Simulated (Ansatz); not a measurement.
**Pressure series in LiMnO2**

The parent structure is LiMnO2 (space group C2/m, No. 12; a = 5.4527 Å, b = 2.7921 Å, c = 5.3727 Å, α = γ = 90.00°, β = 116.42°; ferromagnetic; a cell from a computed database, its experimental status unchecked).

Cell and atoms are relaxed at each pressure.

Method: plane-wave PAW DFT at the PBEsol level (Ansatz, an electronic-structure program, 420 eV), scalar-relativistic without spin-orbit coupling.

### Question
Only one of these keeps a band gap. Which?
(A) pressure −1 GPa
(B) pressure 5 GPa
(C) pressure 7.5 GPa
(D) pressure 10 GPa

### Answer
A, pressure −1 GPa. Computed: pressure 7.5 GPa: zero; pressure 10 GPa: zero; pressure −1 GPa: 0.28 eV; pressure 5 GPa: zero

A case with no gap was solved on a k-mesh chosen for an insulator, which is coarse for it. Load acts through the strain it causes; cell and atoms are relaxed under it. No phonon test of stability was made. Competing high-pressure phases were not computed. No Hubbard U is applied and the magnetic state is the run's own (LiMnO2 ferromagnetic); small cells can't hold the antiferromagnetic order that many such compounds have, so gaps and moments can be off. Where the two band edges lie in opposite spin channels, the gap is a spin-flip gap. The zero or small gap of LiMnO2 can change with the level of theory.
